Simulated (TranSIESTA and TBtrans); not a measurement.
Run with TranSIESTA and TBtrans (open boundaries, self-consistent; PseudoDojo norm-conserving potentials, scalar-relativistic): Spin polarized, PAO.BasisSize DZP, PAO.EnergyShift 0.15 eV, XC.Authors PBE, Mesh.Cutoff 200 Ry, ElectronicTemperature 300 K, TS.Voltage 0.0 eV, TBT.Elecs.Eta 0.001 eV.

System: Ge chain with one N atom inserted. Leads: straight Ge chain, spacing 2.28 Å. Geometry: 3 atoms about the centre moved by SIESTA (PBE, DZP) to a largest force of 0.04 eV/Å, all others as built, motion along the axis alone.

Give the largest eigenchannel transmissions at the Fermi level (four at most) and the total.

Up: 0.73, 0.73, 0.57 (total 2.04); down: 0.75, 0.75, 0.57 (total 2.07). Moments were seeded on the central atoms alone, and one start was tried. The straight chain is held at its spacing; free chains may zigzag or dimerise.
